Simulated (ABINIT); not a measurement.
# Pressure against volume in fcc Ca (space group 225) (ABINIT, LDA)

```yaml
crystal:
  lattice:
    - [0.00000, 2.59489, 2.59489]
    - [2.59489, 0.00000, 2.59489]
    - [2.59489, 2.59489, 0.00000]
  atoms:
    - { symbol: Ca, position: [0.00000, 0.00000, 0.00000] }
```

Method of the run: LDA (PW92), norm-conserving pseudopotentials (PseudoDojo nc-sr-04 LDA standard) (plane waves; ABINIT 10.0.3). Settings: pseudos = [Ca.upf]; ecut = 47 Ha; ixc = 7; occopt = 3; tsmear = 0.00183747 Ha; ngkpt = 28 28 28; nshiftk = 1; shiftk = 0 0 0; potentials = PseudoDojo nc-sr-04 LDA standard; nband = 10; kptopt = 1; nstep = 100; toldfe = 1e-09 Ha. The cell above is the first row's. The rows scale it uniformly. In all rows the k mesh is held.

| V (Å^3/atom) | P (GPa) |
|---|---|
| 34.9451 | 1.81 |
| 35.7047 | 1.29 |
| 36.4644 | 0.82 |
| 37.2241 | 0.39 |
| 37.9838 | 0.00 |
| 38.7435 | -0.37 |
| 39.5032 | -0.71 |
| 40.2628 | -1.02 |
| 41.0225 | ? |

Fit P against V with a cubic, and predict the withheld value at V = 41.0225.

With u = V - 37.6, the rows have u = -2.6549, -1.8953, -1.1356, -0.3759, 0.3838, 1.1435, 1.9032, 2.6628. Least squares gives P = 0.190 - 0.5199·u + 0.02900·u² - 0.00179·u³. Residuals (row less fit): 0.002, -0.002, 0.000, 0.000, 0.005, -0.001, -0.003, 0.003; standard error 0.004 (degrees of freedom: 4). The fitted pressure is zero at V0 = 37.97, where dP/dV = -0.4990, so B0 = -V0·dP/dV = 18.9 GPa. At the withheld row, u = 3.4225, so P = 0.190 - 0.5199 × 3.4225 + 0.02900 × 3.4225² - 0.00179 × 3.4225³ = -1.321 GPa. The calculation gives -1.31 GPa, 0.011 GPa above the prediction (0.4 % of the range of P in the table). The row lies outside the fitted rows, so this is an extrapolation. From the scatter of the fitted rows alone, a prediction at this place has a standard error of 0.010 GPa, so the miss is 1.1 times that.

Carrying the step between the two nearest rows on in a straight line would have given -1.33, off by 0.02; series whose last step already gives the withheld value aren't shown. The reference cell has the volume at which an earlier scan in this program and functional put its minimum by a fit. Cutoffs and mesh are single choices, not tested for convergence of this quantity. Series with a scatter that would blur these digits, or in which a gap closes, are not shown.
